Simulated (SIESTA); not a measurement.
A self-consistent single point of NbPd2 (P1, 3 atoms in the cell) with SIESTA.

Method of the run: GGA PBEsol, numerical atomic orbitals TZP, PseudoDojo PBEsol standard norm-conserving potentials (rewritten from UPF to PSML) in SIESTA.

The change in words: atoms moved at random. Reference geometry:
```
CELL_PARAMETERS angstrom
     -1.42839     1.98728     4.25254
      1.42839    -1.98728     4.25254
      1.42839     1.98728    -4.25254
ATOMIC_POSITIONS crystal
  Nb 0.00000 0.00000 0.00000
  Pd 0.66658 0.66658 0.00000
  Pd 0.33342 0.33342 0.00000
```

Reference input (self-consistent single point, DFT, GGA PBEsol, numerical atomic orbitals TZP, PseudoDojo PBEsol standard norm-conserving potentials (rewritten from UPF to PSML)): XC.functional = GGA; XC.authors = PBEsol; potentials = PseudoDojo PBEsol standard; PAO.BasisSize = TZP; PAO.EnergyShift = 0.01 Ry; MeshCutoff = 400 Ry; kgrid.MonkhorstPack = 9 9 9; OccupationFunction = MP; OccupationMPOrder = 0; ElectronicTemperature = 50 meV; MaxSCFIterations = 150; SCF.Mixer.Method = Broyden. This run's input differs from it in these lines:

```diff
@@ -18,5 +18,5 @@
 %block AtomicCoordinatesAndAtomicSpecies
-     0.000000000    0.000000000    0.000000000  1
-     0.000000000    0.000000000    5.669317560  2
-     0.000000000   -0.000000000    2.835764440  2
+    -0.025299626   -0.001864068    0.015640846  1
+     0.043563008    0.001220189    5.691192630  2
+    -0.018263382    0.000643878    2.798240019  2
 %endblock AtomicCoordinatesAndAtomicSpecies
```

Log, with long lists cut:

```
        iscf     Eharris(eV)        E_KS(eV)     FreeEng(eV)     dDmax    Ef(eV) dHmax(eV)
   scf:    1    -8996.537500    -9024.300690    -9024.303454  1.146311 -3.264619 15.188880
   scf:    2    -9030.342883    -9030.934292    -9030.936978  0.184036 -3.826680  4.216035
   scf:    3    -9032.060622    -9031.713075    -9031.715046  0.107237 -4.053741  3.246907
   scf:    4    -9032.016879    -9032.040161    -9032.042595  0.100648 -4.524679  0.970633
   scf:    5    -9031.894878    -9032.066579    -9032.068330  0.025410 -4.482838  0.911572
   [... 3 lines left out ...]
   scf:    9    -9032.113538    -9032.114183    -9032.115905  0.003215 -4.518767  0.044985
   scf:   10    -9032.114289    -9032.114278    -9032.115998  0.000646 -4.517183  0.002910
   scf:   11    -9032.114274    -9032.114277    -9032.115999  0.000160 -4.517124  0.000489
   scf:   12    -9032.114276    -9032.114276    -9032.115999  0.000045 -4.517250  0.000464
SCF Convergence by DM+H criterion
max |DM_out - DM_in|         :     0.0000454606
max |H_out - H_in|      (eV) :     0.0004642856
SCF cycle converged after 12 iterations

Using DM_out to compute the final energy and forces

siesta: E_KS(eV) =            -9032.1143

siesta: E_KS - E_eggbox =     -9032.1143

siesta: Atomic forces (eV/Ang):
     1    0.154001    0.020517   -0.181006
     2   -0.289457   -0.013666   -0.369103
     3    0.135156   -0.006885    0.548814
   Tot   -0.000299   -0.000034   -0.001295
   Max    0.548814
   Res    0.257471    sqrt( Sum f_i^2 / 3N )
   Max    0.548814    constrained

Stress tensor Voigt[x,y,z,yz,xz,xy] (kbar):      113.75      120.32      134.57        0.52       -0.15       -0.01
(Free)E + p*V (eV/cell)    -9035.8193
Target enthalpy (eV/cell)    -9032.1160

   [... lines left out ...]
siesta: FreeEng =     -9032.115999
siesta: Cell volume =         48.285178 Ang**3
siesta:        -122.88203716       -116.43247671  kBar
   [... lines left out ...]
              0.317   0.322   1.545   1.550   1.558   1.555   1.545   0.144

              0.155   0.165   0.182   0.182   0.069   0.018   0.035   0.057

              0.060

mulliken: Qtot =       49.000

Mulliken Atomic Populations:
Atom #   charge [q] valence [e]  Species
     1     0.099117   12.900883  Nb
     2    -0.042345   18.042345  Pd
     3    -0.056772   18.056772  Pd
 Total     0.000000
```

The run converged in 12 iterations. Against the reference run the free energy goes up by 9.3 meV/atom, the pressure goes from -12.48 to -12.29 GPa and the largest force goes from 0.091 to 0.565 eV/Å.

The starting cell comes from a database of computed structures (which also holds hypothetical and non-ambient phases and stackings), without a prior relaxation at this level. Its lattice was rescaled by a random factor within 2.5 % of one. For this run, on top of that: atoms moved at random. Spin polarisation is off. Values carry the incompleteness of an atom-centred basis. With a pressure of about -12 GPa the cell is away from its equilibrium volume at this level.

Cost on one core of a shared machine: roughly 3 min.
